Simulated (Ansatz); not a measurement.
System: SnBi (Cmce, No. 64, 8 atoms in the cell; start mp-570686). Method: PBEsol (PAW; Ansatz, a quantum-chemistry and plane-wave program).

Run with plane-wave cutoff 520 eV, 10×10×10 k mesh, Fermi–Dirac smearing 0.05 eV, scalar-relativistic PAW data made under PBE.

Cell (relaxed at this level):

```
CELL_PARAMETERS angstrom
      5.57712    -3.22268     0.00000
      5.57712     3.22268     0.00000
      0.00000     0.00000     6.38113
ATOMIC_POSITIONS crystal
  Sn 0.67168 0.32832 0.83148
  Sn 0.32832 0.67168 0.16852
  Sn 0.82832 0.17168 0.33148
  Sn 0.17168 0.82832 0.66852
  Bi 0.20673 0.20673 0.00000
  Bi 0.79327 0.79327 0.00000
  Bi 0.29327 0.29327 0.50000
  Bi 0.70673 0.70673 0.50000
```

**Question.** Give the computed bulk modulus B0.

**Answer.** 
bulk modulus B0: 56.2 GPa

The run finds no gap.

Note: the bulk modulus is −V dP/dV from two relaxed cells at ±2 % in volume; the relaxation could not lower the start's symmetry, so the cell can be a saddle point above a distorted one.

Spin–orbit coupling is not included; it can shift volumes and moduli of such heavy elements.

Static lattice: no zero-point or thermal effects.

Computing time: very roughly 12 core-minutes.

A start named mp-… is a Materials Project structure, which need not be a measured phase.
